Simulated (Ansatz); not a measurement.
**Hypothetical rock salt YSi under a change: isotropic strain +5.73 %**

Take YSi in the rock salt structure (space group Fm-3m, No. 225; a = 5.834 Å; a hypothetical phase, not in the database extracts checked) as the base.

Perturbation: an isotropic linear strain of +5.73 %, atoms relaxed at fixed cell.

All numbers come from r2SCAN in Ansatz (plane waves to 500 eV, PAW, scalar-relativistic without spin-orbit coupling). k-mesh 14×14×14 (Γ-centred); smearing 0.05 eV (Fermi–Dirac).

```csv
quantity,base,changed,shift
volume per atom,24.83 Å³,29.34 Å³,+4.517 Å³
space group,Fm-3m (No. 225),Fm-3m (No. 225),–
energy relative to the base (free energy F),0 meV/atom,+134 meV/atom,+134 meV/atom
pressure,0.0 GPa,-8.4 GPa,-8.4 GPa
band gap,zero,zero,–
```

Stability against distortions was not tested. The final runs are not spin-polarised. An odd electron count without spin: YSi. YSi has a high density of states at the Fermi level and may be magnetic at this level.

Ansatz is an electronic-structure program.
